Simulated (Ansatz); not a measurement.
## Au on the Zn site (Au_Zn) (zinc-blende ZnSe host)

Calculation: PBE, PAW (plane waves to 420 eV; Ansatz, an electronic-structure program). A supercell of 64 sites (2×2×2 repeats of a cell of 8 atoms) was used; the energies come from a 2×2×2 shifted sampling of its zone. Site at the start: the Zn site. Charged cells carry a point-charge image correction with potential alignment at far atoms. Dielectric constants: PBE linear response of the host. Host gap at this level: 1.15 eV. A cell of this size leaves errors of a few tenths of an eV. Levels are measured in PBE's own, too narrow, gap. Spin–orbit coupling is left out, which matters for these heavy elements. Each state is the lowest found from its start.

Formation energies E_f are given with the Fermi level at the valence-band maximum. Chemical conditions: Zn-rich (Δμ(Zn) = 0.00 eV, Δμ(Au) = -0.43 eV, bounded by ZnAu (Pm-3m); only phases computed here count, gases as isolated molecules at 0 K). Reference phases: Au: fcc Au, Zn: hcp Zn.

Charges with a result: +1, 0, −1. Others weren't obtained, and one of them could lie lower, also by skipping a charge.

```
charge         moment (μB)  largest move off a lattice site (Å)  image correction with alignment (eV)  E_f, Zn-rich (eV)
------  ------------------  -----------------------------------  ------------------------------------  -----------------
+1*     not spin-polarised                                 0.09                                     –                  –
0†                     1.0                                 0.10                                  0.00               2.75
−1      not spin-polarised                                 0.11                                  0.04               3.21
```

* At this level the carrier isn't localised at the defect: at charge +1 holes occupy the valence band. Such a state is shallow or no state of the defect, and this cell gives it no level.

† Not settled in this cell, so no level is given: charge 0: a level filled in part.
